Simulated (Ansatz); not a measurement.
The starting structures come from a database of crystals and need not be the phases stable at ambient conditions.

 Where the default PAW files enter, the runs use the earlier of Ansatz's two default sets.

Tunnelling through a barrier is set by its complex band structure: the current falls as exp(−2κd) with the smallest κ.

Consider the following.

```
WO3
1.0
    7.25488     0.00000     0.00000
   -3.62744     6.28291     0.00000
    0.00000     0.00000     3.80639
W O
3 9
Cartesian
  3.62744   0.00000   0.00000
  1.81372   3.14146   0.00000
 -1.81372   3.14146   0.00000
  1.29612   4.93692   0.00000
  2.33132   1.34599   0.00000
  3.62744   3.59094   0.00000
  0.00000   2.69198   0.00000
 -1.29612   4.93692   0.00000
  4.92356   1.34599   0.00000
  1.81372   3.14146   1.90319
 -1.81372   3.14146   1.90319
  3.62744   0.00000   1.90319
```

Space group of this cell: P6/mmm. The cell is strained (lengths across the current scaled by 0.98, ions clamped); by PBEsol its mean pressure is 8.4 GPa.

Transport runs along the normal of the first two printed cell vectors, the (001) (indices of the unstrained crystal) plane of the conventional cell.

The gap is the functional's own. No spin-orbit coupling. Mid-gap values are interpolated on the energy grid.

Question: Give the band gap and the smallest decay constant κ at mid-gap that PBEsol in Ansatz (a first-principles code) yields.

Answer: Gap 0.65 eV on a 6×6×8 mesh; κ = 0.105 1/Å, at the zone centre.
